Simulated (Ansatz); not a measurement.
Pd in the fcc (Cu type) structure (space group Fm-3m, No. 225)

```
Pd
1.0
    0.00000     1.93787     1.93787
    1.93787     0.00000     1.93787
    1.93787     1.93787     0.00000
Pd
1
Cartesian
  0.00000   0.00000   0.00000
```

Level of theory: Kohn–Sham DFT with the PBEsol functional, run in Ansatz (a first-principles code) with PAW and 420 eV plane waves, no SOC. k-mesh 21×21×21 (Γ-centred); smearing 0.05 eV (Fermi–Dirac).

```yaml
volume_per_atom: 14.55 Å³
density: 12.14 g/cm³
band_gap: zero
total_energy: -6906.648 eV/atom (σ→0; compares only within this code and set-up)
```

Whether these cells are dynamically stable was not tested. The final runs are not spin-polarised.
